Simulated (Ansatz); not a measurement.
The reference is SiO2 in the CdI2 type structure (space group P-3m1, No. 164; a = 2.6703 Å, c = 4.5421 Å; a hypothetical phase, not in the database extracts checked; layered, stacked along the Cartesian z axis).

All numbers come from r2SCAN+rVV10 (Ansatz, a quantum-chemistry and plane-wave program; PAW; 500 eV plane waves; no spin-orbit coupling).

Carriers are added at fixed cell with a uniform background; the Fermi–Dirac width is that of 300 K.

One change was made to it. Results:

The Fermi level relative to the doped band's edge (positive inside the band; to 0.05 eV) amounts to +0.70 eV; the gap character remains indirect, k = (0.080, 0.120, 0) in the run's primitive reciprocal basis → Γ; the gap between the host's bands drops by 0.03 eV to 7.18 eV.

Problem. Name the change that was made.
A. holes 1.5×10^21 cm⁻³
B. electrons 1.0×10^21 cm⁻³
C. holes 1.0×10^21 cm⁻³
D. holes 3.0×10^21 cm⁻³
E. holes 5.0×10^21 cm⁻³

Solution. B, electrons 1.0×10^21 cm⁻³. For comparison, the Fermi level from band edge in the other runs: holes 1.5×10^21 cm⁻³ gives +0.05 eV; holes 3.0×10^21 cm⁻³ gives +0.10 eV; holes 5.0×10^21 cm⁻³ gives +0.15 eV; holes 1.0×10^21 cm⁻³ gives +0.05 eV.

Charged cell with a jellium background: band edges are those of the host's band count, energies are not comparable with the neutral cell, and many-body gap narrowing is missing. Whether these cells are dynamically stable was not tested.
